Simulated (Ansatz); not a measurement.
Functionals compared on a constructed model of the (100) surface of fcc Al, a pseudomorphic layer of Si in the host's stacking (bottom of the slab: a bare face, its two planes held), in Ansatz (plane waves, PAW). The structure was relaxed with PBE; the other rows are single points on it. Cutoff 420 eV (500 eV for r2SCAN).

Slab: 7 atoms, 11.5 Å thick at the start; k 13x13x1, smearing 0.1 eV, dipole-corrected; 2 atoms held, the rest relaxed; held to the start's symmetry, so lower structures may exist; no spin, no spin-orbit, no U. It is one candidate, not shown to be the stable structure of the face. These notes are the PBE run's.

```
functional  work function of the top face (eV)  rough cost of the single point
----------  ----------------------------------  ------------------------------
PBE                                       4.64                               –
RPBE                                (withheld)         roughly 10 core-seconds
r2SCAN                                    4.75    very roughly 21 core-seconds
```

Some entries are withheld; supply them.


- RPBE, work function of the top face (eV): 4.58

Ansatz is an electronic-structure program.
